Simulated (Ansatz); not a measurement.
## SiGe (model structure, I-4m2, No. 119, 10 atoms in the cell)

Level of theory: HSE06 in Ansatz (plane waves, PAW).

Settings: plane-wave cutoff 460 eV, 8×8×8 k mesh, Fermi–Dirac smearing 0.01 eV, scalar-relativistic PAW data made under PBE.

Cell (relaxed with PBEsol):

```xyz
10
Lattice="-1.9607 1.9607 13.8748 1.9607 -1.9607 13.8748 1.9607 1.9607 -13.8748" Properties=species:S:1:pos:R:3 pbc="T T T"
Si     0.0000     0.0000    25.0818
Si     1.9607     0.0000    12.5380
Si     0.0000     0.0000    13.8748
Si     1.9607     0.0000     1.3369
Si     0.0000     0.0000     2.6679
Ge     0.0000     1.9607     4.0518
Ge     0.0000     0.0000    19.3720
Ge     1.9607     0.0000     6.9374
Ge     0.0000     0.0000     8.3777
Ge     0.0000     1.9607     9.8230
```

* **band gap**: 0.84 eV (on the SCF k mesh) (direct)

Note: the relaxation could raise the start's symmetry but not lower it, so the cell can be a saddle point; cell and atoms aren't relaxed at this level (pressure 0.4 GPa).

Spin–orbit coupling is not included.

Static lattice: no zero-point or thermal effects.

Computing time: roughly 100 core-minutes.

A model structure was made by putting elements into a prototype or built by hand; it is no filed structure, need not be a known phase, and can be a saddle point held by its symmetry.

Ansatz is a first-principles code.
